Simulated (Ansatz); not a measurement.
The parent structure is TiO2 in the anatase structure (space group I4_1/amd, No. 141).

```yaml
crystal:
  lattice:
    - [-1.88489, 1.88489, 4.77584]
    - [1.88489, -1.88489, 4.77584]
    - [1.88489, 1.88489, -4.77584]
  atoms:
    - { symbol: Ti, position: [0.75000, 0.25000, 0.50000] }
    - { symbol: Ti, position: [0.00000, 0.00000, 0.00000] }
    - { symbol: O, position: [0.54247, 0.04247, 0.50000] }
    - { symbol: O, position: [0.79247, 0.79247, 0.00000] }
    - { symbol: O, position: [0.20753, 0.20753, 0.00000] }
    - { symbol: O, position: [0.95753, 0.45753, 0.50000] }
```

Cartesian axes are those of the cell as printed.

All numbers come from PBEsol, PAW, 420 eV (Ansatz, a quantum-chemistry and plane-wave program; spin-orbit coupling left out).

It is then changed as follows: uniaxial strain ε_xx = +1.20 %, all other strain components held at zero; the atoms relax in the strained cell.

Predict the stress tensor and what it implies for the stiffness.

Stress of the strained cell less that of the base (GPa, compression positive):
```
  -4.05    0.00    0.00
   0.00   -1.80    0.00
   0.00    0.00   -1.65
```

Then −Δσ_ii/ε with ε = 0.0120 gives relaxed-ion elastic constants: C11 ≈ 337 GPa, C12 ≈ 150 GPa and C13 ≈ 138 GPa.

Whether these cells are dynamically stable was not tested. All final runs are without spin polarisation.
